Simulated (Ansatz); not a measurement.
Band structure of PbF₄ (I4/mmm, 5 atoms in the cell).

```
CELL_PARAMETERS angstrom
     -2.17509     2.17509     3.98494
      2.17509    -2.17509     3.98494
      2.17509     2.17509    -3.98494
ATOMIC_POSITIONS crystal
  Pb 0.00000 0.00000 0.00000
  F  0.74815 0.74815 0.00000
  F  0.25185 0.25185 0.00000
  F  0.50000 0.00000 0.50000
  F  0.00000 0.50000 0.50000
```

Computed with PBEsol, PAW files made with PBE (plane waves; Ansatz, a program for electronic structure).

Settings: kpoints.mp_grid.grid = 6 6 6; hamiltonian.xc = pbesol; hamiltonian.pseudopotentials = {kind: paw} (an earlier, softer set of the program's PAW files); scf.occupations.method = fixed; kpoints.band_path.npoints = 8.

The starting cell comes from a database of computed structures (which also holds hypothetical and non-ambient phases and stackings), without a prior relaxation at this level. Its lattice was rescaled by a random factor within 2.5 % of one. Spin-orbit coupling is off.

**Question.** Predict the gap along the standard path and the places of the band edges.

**Answer.** The gap along the path is 1.75 eV, from X to Γ; the smallest direct gap on it is 1.91 eV.

Levels in eV from the top of the valence band on the path, bands 18 to 25:
```
point     18     19     20     21    22     23     24     25
-----  -----  -----  -----  -----  ----  -----  -----  -----
Γ      -0.81  -0.66  -0.16  -0.16  1.75  11.04  11.63  11.63
X      -0.35  -0.23  -0.15   0.00  4.96   8.27   8.67  10.41
Y      -0.56  -0.31  -0.17  -0.02  4.16   9.10   9.30  10.32
S      -0.65  -0.45  -0.29  -0.06  3.34   9.39  10.27  11.45
Z      -0.54  -0.54  -0.09  -0.09  2.46   9.77  11.92  11.92
S1     -0.65  -0.45  -0.29  -0.06  3.34   9.39  10.27  11.45
N      -0.57  -0.42  -0.28  -0.25  3.67   8.67  11.02  11.29
P      -0.49  -0.49  -0.09  -0.09  4.97   8.48   8.48  10.36
Y1     -0.56  -0.31  -0.17  -0.02  4.16   9.10   9.30  10.32
```

Keys are those of Ansatz 0.2.
